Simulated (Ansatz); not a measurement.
The parent structure is CsPbBr₃ in the cubic perovskite structure (space group Pm-3m, No. 221; a = 5.8721 Å). Axes: x, y, z lie along the cube axes.

Level of theory: Ansatz (a program for electronic structure) PBEsol, no spin-orbit coupling.

One thing is altered: the cell is stretched by 1.80 % along z with no lateral relaxation; the atoms relax in the strained cell.

### Question
What does the calculation give for the electron mass after the change?

### Answer
The electron mass amounts to 0.083 mₑ along z, 0.74 mₑ across (at R).

### Question
What happens to the stress?

### Answer
The stress (xx, yy, zz, yz, xz, xy; compression positive) comes out as (-0.11, -0.11, -0.83, 0.00, 0.00, 0.00) GPa.

### Question
What happens to the energy relative to the base?

### Answer
The energy increases by 2.0 meV/atom.

Spin-orbit coupling, missing from the scalar runs, can matter with Pb. The levels and masses belong to the bands next to the band gap. Effective masses come from finite differences of ±0.01 Å⁻¹. No phonon test of stability was made. Many cubic perovskites are stable only at high temperature; tilts and polar distortions were not tested. This is not the structure that CsPbBr3 has at room temperature and ambient pressure.
